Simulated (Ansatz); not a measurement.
**BeTe: band gap against strain**

BeTe (zinc blende, F-43m, 22.003 Å³/atom at rest) under an equal strain ε in the (001) plane with the normal axis free, as in a coherent film. PBEsol in Ansatz, a plane-wave DFT program (PAW, default set), 420 eV, 10×10×10 Γ-centred mesh, Fermi-Dirac smearing 0.05 eV; ions are relaxed within the symmetry of each cell. Gaps are the smallest over the k-mesh and a band path, without spin-orbit coupling; in all rows the valence edge lies at Γ and the conduction edge at about 1.1 Å⁻¹ from Γ.

Here s stands for strain and Eg for gap.

| strain (%) | gap (eV) |
|---|---|
| -3.00 | ? |
| -1.50 | 1.68 |
| -1.00 | 1.73 |
| -0.50 | 1.78 |
| 0.00 | 1.84 |

Fit Eg of the 4 rows that show it with a straight line. Means: s -0.75000, Eg 1.758. About the means, the sum of products is 0.13250 and the sum of squares of s is 1.2500; the slope is their ratio. Least squares gives Eg = 1.837 + 0.1060·s. Residuals (row less fit): 0.002, -0.001, -0.004, 0.003; standard error 0.004 (degrees of freedom: 2). Over these rows the gap moves by 11 ± 0.3 eV per unit strain.

### Question
Estimate the missing Eg (s = -3.00); what did the run itself give?

### Answer
Eg = 1.837 + 0.1060 × (-3.0) = 1.519 eV. The calculation gives 1.51 eV, 0.009 eV below the prediction (2.7 % of the range of Eg in the table). The row lies outside the fitted rows, so this is an extrapolation. The fitted rows scatter only by rounding.

Spin-orbit coupling is left out, which can shift this property for BeTe. Rows are the converged runs of the series near zero and its far end; series whose fitted rows scatter by over a few per cent of the range, as at a crossing or softening among them, aren't shown in this form. Most that stay on the fit to the last digits aren't either.
